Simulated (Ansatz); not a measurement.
## Response to strain in TiAl

Start from TiAl (space group P4/mmm, No. 123; a = 2.813 Å, c = 4.062 Å; relaxed with 0.1 eV smearing). Axes: x, y, z lie along a, b, c of the conventional cell.

Strains are applied to the cell and any free atomic positions relax; under biaxial strain the out-of-plane vector relaxes too.

Calculations: r2SCAN/PAW in Ansatz (a first-principles code), scalar-relativistic without spin-orbit coupling.

Notes on the quantities. in-plane stress: mean in-plane stress (compression positive).

```json
[
 {"variant": "base", "volume per atom": "16.07 Å³", "in-plane stress": "–"},
 {"variant": "biaxial strain +0.50 %, plane normal [001], relaxed out of plane", "volume per atom": "16.15 Å³", "in-plane stress": "___"},
 {"variant": "biaxial strain +1.00 %, plane normal [001], relaxed out of plane", "volume per atom": "16.23 Å³", "in-plane stress": "-1.8 GPa"},
 {"variant": "biaxial strain +1.50 %, plane normal [001], relaxed out of plane", "volume per atom": "16.31 Å³", "in-plane stress": "-2.6 GPa"},
 {"variant": "biaxial strain +2.00 %, plane normal [001], relaxed out of plane", "volume per atom": "16.38 Å³", "in-plane stress": "-3.4 GPa"},
 {"variant": "biaxial strain +2.50 %, plane normal [001], relaxed out of plane", "volume per atom": "16.44 Å³", "in-plane stress": "___"},
 {"variant": "biaxial strain +3.00 %, plane normal [001], relaxed out of plane", "volume per atom": "16.50 Å³", "in-plane stress": "___"}
]
```

Task: Complete the table.

Result: 
- biaxial strain +0.50 %, plane normal [001], relaxed out of plane, in-plane stress: -0.9 GPa
- biaxial strain +2.50 %, plane normal [001], relaxed out of plane, in-plane stress: -4.1 GPa
- biaxial strain +3.00 %, plane normal [001], relaxed out of plane, in-plane stress: -4.7 GPa

Stability against distortions was not tested. The final runs are not spin-polarised.
